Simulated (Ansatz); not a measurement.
Take SnTe in the rock salt structure (space group Fm-3m, No. 225; a = 6.370 Å) as the base. Axes: x, y, z lie along the cube axes.

All numbers come from Ansatz (a first-principles code) r2SCAN, scalar-relativistic without spin-orbit coupling.

Modification: the cell is scaled by 1.0201 in all directions, atoms relaxed at fixed cell.

**Question.** Predict the stress tensor and what it implies for the stiffness.

**Answer.** Stress of the strained cell less that of the base (GPa, compression positive):
```
  -2.31    0.00    0.00
   0.00   -2.31    0.00
   0.00    0.00   -2.31
```

Then B = −ΔP/(ΔV/V₀) with ΔV/V₀ = 0.0615 gives secant stiffness values (nonlinear terms included at this strain): B ≈ 38 GPa.

As a check, the harmonic strain energy −½ V₀ Δσ:ε is 14 meV/atom; the computed energy rise is 15 meV/atom.

Whether these cells are dynamically stable was not tested.
